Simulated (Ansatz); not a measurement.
The starting structures come from a database of crystals and need not be the phases stable at ambient conditions.

The decay constant κ of evanescent states in the gap governs leakage through a thin film.

Input:

```xyz
3
Lattice="7.5201 0.0000 0.0000 3.7600 7.1625 -0.0896 3.7600 -0.6320 2.0768" Properties=species:S:1:pos:R:3 pbc="T T T"
Bi     7.5201     6.0130     1.8297
Te    10.0268     4.3672     1.3289
I      5.0134     1.5008     0.4567
```

The cell was relaxed by PBE-D3(BJ).

Transport runs along the normal of the first two printed cell vectors, the (111) plane of the conventional cell.

The gap is the functional's own, uncorrected, and κ follows it; spin-orbit coupling is left out. Mid-gap means the computed energy nearest the middle.

Task: State the band gap and the smallest decay constant κ at mid-gap according to PBEsol in Ansatz (an electronic-structure program).

Result: Gap 1.10 eV on a 14×14×14 mesh; κ = 0.115 1/Å, at (0.167, 0.500) of the in-plane reciprocal vectors. At the zone centre the slowest state has κ = 0.15 1/Å.
